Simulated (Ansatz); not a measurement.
HgTe (P3₂21, No. 154, 6 atoms in the cell; start mp-1071269; a measured phase of this formula has another space group) was calculated with r²SCAN+SOC (PAW; Ansatz, a first-principles code).

Numerical settings: plane-wave cutoff 560 eV, 12×12×4 k mesh (along the axes of the cell as run), Fermi–Dirac smearing 0.01 eV, PAW data made under PBE.

Cell (relaxed with PBEsol):

```cif
data_Hg3Te3
_chemical_formula_sum 'Hg3 Te3'
_space_group_name_H-M_alt 'P3221'
_space_group_IT_number 154
_space_group_name_Hall 'P 32 2"'
_cell_length_a 4.51226
_cell_length_b 4.51226
_cell_length_c 10.15656
_cell_angle_alpha 90.000
_cell_angle_beta 90.000
_cell_angle_gamma 120.000
loop_
_atom_site_label
_atom_site_type_symbol
_atom_site_symmetry_multiplicity
_atom_site_Wyckoff_symbol
_atom_site_fract_x
_atom_site_fract_y
_atom_site_fract_z
_atom_site_occupancy
Hg1 Hg 3 a 0.64339 0.64339 0.00000 1
Te1 Te 3 b 0.54128 0.54128 0.50000 1
```

Task: Estimate the band gap and smallest direct gap on the k points sampled that the calculation returns.

Result: 
- band gap: 0.49 eV (indirect)
- smallest direct gap on the k points sampled: 0.57 eV

Note: cell and atoms aren't relaxed at this level (largest force component 0.09 eV/Å, pressure 1.6 GPa).

The computed numbers hold no vibrational or temperature effects.

It cost roughly 70 core-minutes of CPU time.

A start named mp-… is a Materials Project structure, which need not be a measured phase.
